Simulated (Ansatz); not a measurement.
The parent structure is ZnS in the zinc blende structure (space group F-43m, No. 216; a = 5.3891 Å). Axes: x, y, z lie along the cube axes.

Perturbation: uniaxial stress, 1 GPa compression along z, with the cell and atoms free to relax against it.

The values are results of Ansatz (a program for electronic structure), r2SCAN, PAW, cutoff 500 eV, spin-orbit coupling left out, not measurements.

Problem. Give the band edges at the high-symmetry points of the new zone, measured from its valence-band maximum.

Solution. 
| point | valence edge (eV) | conduction edge (eV) |
|---|---|---|
| Γ | 0.00 | 2.67 |
| X | -2.31 | 3.69 |
| P | -2.87 | 6.09 |
| N | -0.90 | 3.77 |
| M | -2.47 | 3.56 |
| S | -2.07 | 4.27 |
| S₀ | -2.07 | 4.27 |
| R | -2.90 | 5.87 |
| G | -2.90 | 5.87 |

The gap is 2.67 eV, direct at Γ.

Load acts through the strain it causes; cell and atoms are relaxed under it. Stability under load was not tested beyond the relaxation. k-point labels follow each cell's own Brillouin zone.
